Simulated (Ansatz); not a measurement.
Reference: BeS (F-43m), HSE06, rigid bands (plane waves, PAW, scalar-relativistic; Ansatz, a first-principles code); geometry: cell and atoms relaxed with PBEsol.

```yaml
crystal:
  lattice:
    - [0.00000, 2.41892, 2.41892]
    - [2.41892, 0.00000, 2.41892]
    - [2.41892, 2.41892, 0.00000]
  atoms:
    - { symbol: Be, position: [0.00000, 0.00000, 0.00000] }
    - { symbol: S, position: [0.75000, 0.75000, 0.75000] }
```

| Item | Value |
|---|---|
| band gap | 4.04 eV |
| electron conductivity mass | 0.36 mₑ |
| Seebeck coefficient, n-type 1e19 cm⁻³ | -272 μV/K |

**Question.** Replace S by Se on the same sites and relax. What happens?

**Answer.** BeSe (F-43m): volume per atom 14.2 to 16.9 Å³; band gap falls (4.04 eV to 3.45 eV); electron conductivity mass falls (0.36 mₑ to 0.34 mₑ); Seebeck coefficient, n-type 1e19 cm⁻³ stays about the same (-272 μV/K to -268 μV/K).

**Question.** Replace Be by Zn on the same sites and relax. What happens?

**Answer.** ZnS (F-43m): volume per atom 14.2 to 19.2 Å³; band gap falls (4.04 eV to 3.46 eV); electron conductivity mass falls (0.36 mₑ to 0.21 mₑ); Seebeck coefficient, n-type 1e19 cm⁻³ falls in size (-272 μV/K to -119 μV/K).

Moves up to 5 % count as about the same. Masses are for dilute carriers at 300 K, harmonic means over directions unless an axis is named. Seebeck coefficients are for the stated density at 300 K, with one relaxation time for all states and whether or not that doping can be reached. Spin-orbit coupling is left out.
